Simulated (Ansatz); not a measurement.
# Lu: response to strain

Take Lu in the hcp (Mg type) structure (space group P6_3/mmc, No. 194; relaxed with 0.1 eV smearing) as the base.

```xyz
2
Lattice="3.4432 0.0000 0.0000 -1.7216 2.9819 0.0000 0.0000 0.0000 5.3669" Properties=species:S:1:pos:R:3 pbc="T T T"
Lu     1.7216     0.9940     4.0251
Lu     0.0000     1.9879     1.3417
```

Cartesian axes are those of the cell as printed.

Strains are applied to the cell and any free atomic positions relax.

Level of theory: PBEsol/PAW in Ansatz (a quantum-chemistry and plane-wave program), no SOC.

Candidates:
(a) uniaxial strain ε_xx = −1.50 %
(b) uniaxial strain ε_xx = +3.00 %
(c) uniaxial strain ε_xx = −2.50 %

Notes on the quantities. energy relative to the base: free energy F.

Order them by energy relative to the base, lowest first.

(a) uniaxial strain ε_xx = −1.50 % (+1.9 meV/atom), (c) uniaxial strain ε_xx = −2.50 % (+5.5 meV/atom), (b) uniaxial strain ε_xx = +3.00 % (+7.1 meV/atom)

Whether these cells are dynamically stable was not tested.
